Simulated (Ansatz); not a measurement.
Consider CsPbF3 in the cubic perovskite structure (space group Pm-3m, No. 221; a = 4.814 Å). Axes: x, y, z lie along the cube axes.

The values are results of PBEsol/PAW in Ansatz (a first-principles code), without spin-orbit coupling, not measurements.

Strains are applied to the cell and any free atomic positions relax; under biaxial strain the out-of-plane vector relaxes too.

One change was made to it. Results:

The energy rises by 1.0 meV/atom; the band gap decreases by 0.12 eV to 2.50 eV.

Question: Which change produced these results?
(A) tensor shear ε_yz = +1.91 %
(B) uniaxial strain ε_xx = +2.18 %
(C) biaxial strain +0.86 %, plane normal [001], relaxed out of plane

Answer: A, tensor shear ε_yz = +1.91 %. For comparison, the band gap in the other runs: uniaxial strain ε_xx = +2.18 % gives 2.64 eV; biaxial strain +0.86 %, plane normal [001], relaxed out of plane gives 2.66 eV.

With Pb present, leaving out spin-orbit coupling can change the band edges. Stability against distortions was not tested. Many cubic perovskites are stable only at high temperature; tilts and polar distortions were not tested.
